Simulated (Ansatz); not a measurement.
Take Ag in the fcc (Cu type) structure (space group Fm-3m, No. 225; relaxed with 0.1 eV smearing) as the base.

```
Ag
1.0
    0.00000     2.05214     2.05214
    2.05214     0.00000     2.05214
    2.05214     2.05214     0.00000
Ag
1
Direct
  0.00000   0.00000   0.00000
```

Cartesian axes are those of the cell as printed.

Calculations: r2SCAN (Ansatz, an electronic-structure program; PAW; 500 eV plane waves; spin-orbit coupling left out).

Before the change:

```
Property                        Result
-----------------------------  -------
Pressure                       0.0 GPa
Shortest interatomic distance  2.902 Å
```

It is then changed as follows: tensile biaxial strain of 1.67 % in the plane normal to [111], as in epitaxy on a mismatched substrate; the out-of-plane cell vector and the atoms relax.

Problem. What happens to the pressure?

Solution. The pressure (mean of the normal stresses, compression positive) goes from zero to -1.6 GPa.

Problem. Predict the new energy relative to the base.

Solution. The energy grows by 4.7 meV/atom.

Problem. Estimate the effect on the shortest interatomic distance.

Solution. The shortest interatomic distance shrinks by 0.012 Å, from 2.902 Å to 2.890 Å.

No phonon test of stability was made.
